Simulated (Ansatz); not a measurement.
**How far PBE and r2SCAN part for hypothetical fluorite TaGe2**

Take TaGe2 in the fluorite structure (space group Fm-3m, No. 225; a = 6.274 Å; a hypothetical phase, not in the database extracts checked) as the base.

(Cell as relaxed with PBE.)

Levels (all Ansatz, an electronic-structure program, PAW): PBE (420 eV, without spin-orbit coupling); r2SCAN (500 eV, no SOC).

Each level relaxes its own structure.

| quantity | PBE | r2SCAN |
|---|---|---|
| volume per atom | 20.58 Å³ | … |
| lattice parameter a | 11.856 bohr | … |
| band gap | zero | … |

### Question
Given the PBE results, estimate those of r2SCAN.

### Answer

- volume per atom, r2SCAN: 20.15 Å³
- lattice parameter a, r2SCAN: 11.773 bohr
- band gap, r2SCAN: zero

PBE's volume per atom lies 0.43 Å³ above r2SCAN's (2.1 %); PBE's lattice parameter a lies 0.083 bohr above r2SCAN's (0.7 %); the two agree on the band gap. Neither level is exact; r2SCAN is the comparison here, not a measurement.

No phonon test of stability was made. The final runs are not spin-polarised. An odd electron count without spin: TaGe2. TaGe2 has a high density of states at the Fermi level and may be magnetic at this level.
